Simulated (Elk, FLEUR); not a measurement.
A FLEUR input for a self-consistent single point of YZn₅ (P6/mmm, 6 atoms in the cell) (DFT, LDA (Perdew-Zunger), all-electron FLAPW (FLEUR), scalar-relativistic valence):

Input of the input generator:

```
YZn5 crystal
&input film=f /
5.2270618007 0.0000000642 0.0000000000
-2.6135309559 4.5267682745 0.0000000000
0.0000000000 0.0000000000 4.1578250000
1.8897261246
1.0 1.0 1.0

6
39 0.0000000000 0.0000000000 -0.0000000000
30 0.0000000000 0.5000000000 0.5000000000
30 0.5000000000 0.0000000000 0.5000000000
30 0.5000000000 0.5000000000 0.5000000000
30 0.3333333333 0.6666666667 0.0000000000
30 0.6666666667 0.3333333333 0.0000000000

&comp jspins=1 /
&exco xctyp='pz' /
&kpt div1=6 div2=6 div3=6 gamma=t /
&end /
```

```xml
<?xml version="1.0" encoding="UTF-8" standalone="no"?>
<fleurInput fleurInputVersion="0.39">
   <comment>
      YZn5 crystal                                                                                        
   </comment>
   <calculationSetup>
      <cutoffs Kmax="4.3" Gmax="17.2" GmaxXC="17.2" numbands="0"/>
      <scfLoop itmax="60" minDistance="0.00001" maxIterBroyd="40" imix="Anderson" alpha="0.05" precondParam="0.0" spinf="2.0"/>
      <coreElectrons ctail="T" frcor="F" kcrel="0" coretail_lmax="0"/>
      <xcFunctional name="pz" relativisticCorrections="F"/>
      <magnetism jspins="1"/>
      <soc l_soc="F" theta="0.0" phi="0.0" spav="F"/>
      <expertModes spex="0" secvar="F"/>
      <geometryOptimization l_f="T" forcealpha="1.0" forcemix="BFGS" epsdisp="0.00001" epsforce="0.00001"/>
      <ldaU l_linMix="F" mixParam="0.05" spinf="1.0"/>
   </calculationSetup>
   <cell>
      <bzIntegration valenceElectrons="71.0" mode="hist" fermiSmearingEnergy="0.00499791">
         <kPointListSelection listName="default-1"/>
         <!-- k-points included here -->
         <xi:include xmlns:xi="http://www.w3.org/2001/XInclude" href="kpts.xml"> </xi:include>
      </bzIntegration>
      <!-- symmetry operations included here -->
      <xi:include xmlns:xi="http://www.w3.org/2001/XInclude" href="sym.xml"> </xi:include>
      <bulkLattice scale="1.0">
         <bravaisMatrix>
            <row-1>    9.8777152396815069     0.0000001213204172     0.0000000000000000</row-1>
            <row-2>   -4.9388577248150405     8.5543522683331137     0.0000000000000000</row-2>
            <row-3>    0.0000000000000000     0.0000000000000000     7.8571505240149939</row-3>
         </bravaisMatrix>
      </bulkLattice>
   </cell>
   <atomSpecies>
      <species name="Yttrium (Y)" element="Y" atomicNumber="39">
         <mtSphere radius="2.68" gridPoints="925" logIncrement="0.014"/>
         <atomicCutoffs lmax="10" lnonsphr="8"/>
         <electronConfig flipSpins="F">
            <coreConfig>(1s1/2) (2s1/2) (2p1/2) (2p3/2) (3s1/2) (3p1/2) (3p3/2) (3d3/2) (3d5/2)</coreConfig>
            <valenceConfig>(4s1/2) (4p1/2) (4p3/2) (5s1/2) (4d3/2) (4d5/2)</valenceConfig>
            <stateOccupation state="(4d3/2)" spinUp="0.2" spinDown="0.2"/>
            <stateOccupation state="(4d5/2)" spinUp="0.3" spinDown="0.3"/>
         </electronConfig>
         <energyParameters s="5" p="5" d="4" f="4"/>
         <lo type="SCLO" l="0" n="4" eDeriv="0"/>
         <lo type="SCLO" l="1" n="4" eDeriv="0"/>
      </species>
      <species name="Zinc (Zn)" element="Zn" atomicNumber="30">
         <mtSphere radius="2.31" gridPoints="797" logIncrement="0.016"/>
         <atomicCutoffs lmax="10" lnonsphr="8"/>
         <electronConfig flipSpins="F">
            <coreConfig>(1s1/2) (2s1/2) (2p1/2) (2p3/2) (3s1/2) (3p1/2) (3p3/2)</coreConfig>
            <valenceConfig>(4s1/2) (3d3/2) (3d5/2)</valenceConfig>
         </electronConfig>
         <energyParameters s="4" p="4" d="3" f="4"/>
         <lo type="HELO" l="2" n="4" eDeriv="0"/>
      </species>
   </atomSpecies>
   <atomGroups>
      <atomGroup species="Yttrium (Y)">
         <relPos label="                   1">.0000000000 .0000000000 .0000000000</relPos>
         <force calculate="T" relaxXYZ="TTT"/>
      </atomGroup>
      <atomGroup species="Zinc (Zn)">
         <relPos label="                   2">.0000000000 1.000/2.000 1.000/2.000</relPos>
         <relPos label="                   3">1.000/2.000 .0000000000 1.000/2.000</relPos>
         <relPos label="                   4">1.000/2.000 1.000/2.000 1.000/2.000</relPos>
         <force calculate="T" relaxXYZ="TTT"/>
      </atomGroup>
      <atomGroup species="Zinc (Zn)">
         <relPos label="                   5">1.000/3.000 -1.000/3.000 .0000000000</relPos>
         <relPos label="                   6">-1.000/3.000 1.000/3.000 .0000000000</relPos>
         <force calculate="T" relaxXYZ="TTT"/>
      </atomGroup>
   </atomGroups>
   <output dos="F" band="F" slice="F">
      <checks vchk="F" cdinf="F"/>
      <bandDOS minEnergy="-.5*Htr" maxEnergy="0.5*Htr" sigma="0.015" storeEVData="T"/>
      <vacuumDOS vacdos="F" integ="F" star="F" nstars="0" locx1="0.0" locy1="0.0" locx2="0.0" locy2="0.0" nstm="0" tworkf="0.0"/>
      <unfoldingBand unfoldBand="F" supercellX="1" supercellY="1" supercellZ="1"/>
      <plotting iplot="0" polar="F">
         <plot TwoD="T" vec1="  1.0  0.0  0.0" vec2="  0.0  1.0  0.0" vec3="  0.0  0.0  1.0" zero="  0.0  0.0  0.0" file="plot"/>
      </plotting>
      <chargeDensitySlicing numkpt="0" minEigenval="0.0" maxEigenval="0.0" nnne="0" pallst="F"/>
      <specialOutput eonly="F"/>
      <magneticCircularDichroism mcd="F" energyLo="-10.0" energyUp="0.0"/>
   </output>
  <!-- We include the file relax.xml here to enable relaxations (see documentation) -->
  <xi:include xmlns:xi="http://www.w3.org/2001/XInclude" href="relax.xml"> <xi:fallback/> </xi:include>
</fleurInput>
```

Translate this input to Elk.

This is the input that was run; spellings and numerical settings could be chosen otherwise.

```
tasks
  0

rmtscf
  0.97

swidth
  0.00499791

maxscl
  100

scale
  1.889726125

avec
    5.2270618007    0.0000000642    0.0000000000
   -2.6135309559    4.5267682745    0.0000000000
    0.0000000000    0.0000000000    4.1578250000

sppath
  'species/'

atoms
  2
  'Y.in'
  1
  0.0000000000  0.0000000000  0.0000000000    0.0 0.0 0.0
  'Zn.in'
  5
  0.0000000000  0.5000000000  0.5000000000    0.0 0.0 0.0
  0.5000000000  0.0000000000  0.5000000000    0.0 0.0 0.0
  0.5000000000  0.5000000000  0.5000000000    0.0 0.0 0.0
  0.3333333333  0.6666666667  0.0000000000    0.0 0.0 0.0
  0.6666666667  0.3333333333  0.0000000000    0.0 0.0 0.0

ngridk
  6 6 6
```

Basis, cutoffs, solver keys and any potentials are the target program's own. This input uses DFT, LDA (PW92), all-electron FP-LAPW, Elk's shipped species files, default APW+lo basis. LDA parametrisations can differ slightly between programs.

The starting cell comes from a database of computed structures (which also holds hypothetical and non-ambient phases and stackings), without a prior relaxation at this level. Its lattice was rescaled by a random factor within 2.5 % of one. For this run, on top of that: lattice scaled by 0.98.
